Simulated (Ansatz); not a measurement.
**Sn, response to strain**

Consider Sn in the diamond structure (space group Fd-3m, No. 227; a = 6.474 Å; relaxed with 0.1 eV smearing). Axes: x, y, z lie along the cube axes.

Strains are applied to the cell and any free atomic positions relax; under biaxial strain the out-of-plane vector relaxes too.

All numbers come from LDA (Ansatz, an electronic-structure program, PAW, no spin-orbit coupling).

Notes on the quantities. in-plane stress: mean in-plane stress (compression positive).

```tsv
variant	in-plane stress	shortest interatomic distance
base	–	2.804 Å
biaxial strain −2.50 %, plane normal [111], relaxed out of plane	+2.6 GPa	2.765 Å
biaxial strain −1.67 %, plane normal [111], relaxed out of plane	+1.7 GPa	(withheld)
biaxial strain −1.25 %, plane normal [111], relaxed out of plane	+1.2 GPa	2.784 Å
biaxial strain −0.42 %, plane normal [111], relaxed out of plane	+0.4 GPa	(withheld)
biaxial strain +0.42 %, plane normal [111], relaxed out of plane	-0.4 GPa	2.805 Å
biaxial strain +1.25 %, plane normal [111], relaxed out of plane	-1.1 GPa	2.808 Å
biaxial strain +1.67 %, plane normal [111], relaxed out of plane	-1.5 GPa	2.809 Å
biaxial strain +2.08 %, plane normal [111], relaxed out of plane	-1.8 GPa	2.811 Å
biaxial strain +2.50 %, plane normal [111], relaxed out of plane	-2.1 GPa	2.812 Å
```

Question: Fill in the withheld entries from the trend.

Answer: 
- biaxial strain −1.67 %, plane normal [111], relaxed out of plane, shortest interatomic distance: 2.778 Å
- biaxial strain −0.42 %, plane normal [111], relaxed out of plane, shortest interatomic distance: 2.797 Å

No phonon test of stability was made.
